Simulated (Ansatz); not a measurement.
# A computed series for hypothetical anti-perovskite Mg3SiO: response to strain

Base system: Mg₃SiO in the anti-perovskite structure (space group Pm-3m, No. 221; a hypothetical phase, not in the database extracts checked).

```
CELL_PARAMETERS angstrom
      4.22219     0.00000     0.00000
      0.00000     4.22219     0.00000
      0.00000     0.00000     4.22219
ATOMIC_POSITIONS crystal
  Mg 0.00000 0.50000 0.50000
  Mg 0.50000 0.00000 0.50000
  Mg 0.50000 0.50000 0.00000
  Si 0.00000 0.00000 0.00000
  O  0.50000 0.50000 0.50000
```

Cartesian axes are those of the cell as printed.

Strains are applied to the cell and any free atomic positions relax; under biaxial strain the out-of-plane vector relaxes too.

Level of theory: plane-wave PAW DFT at the PBE level (Ansatz, an electronic-structure program, 420 eV), no spin-orbit coupling.

Notes on the quantities. energy relative to the base: free energy F; pressure: mean of the normal stresses, compression positive.

```tsv
variant	space group	energy relative to the base	volume per atom	pressure
base	Pm-3m (No. 221)	0 meV/atom	15.05 Å³	0.0 GPa
biaxial strain −2.03 %, plane normal [001], relaxed out of plane	P4/mmm (No. 123)	+7.3 meV/atom	14.61 Å³	2.7 GPa
isotropic strain +2.14 %	Pm-3m (No. 221)	?	16.04 Å³	-4.5 GPa
uniaxial strain ε_xx = −5.75 %	P4/mmm (No. 123)	+29 meV/atom	14.19 Å³	5.8 GPa
uniaxial strain ε_xx = −1.01 %	P4/mmm (No. 123)	?	14.90 Å³	?
```

Problem. Some entries are withheld; estimate them.

Solution. 
- isotropic strain +2.14 %, energy relative to the base: +15 meV/atom
- uniaxial strain ε_xx = −1.01 %, energy relative to the base: +0.8 meV/atom
- uniaxial strain ε_xx = −1.01 %, pressure: 0.8 GPa

No phonon test of stability was made. The final runs are not spin-polarised.
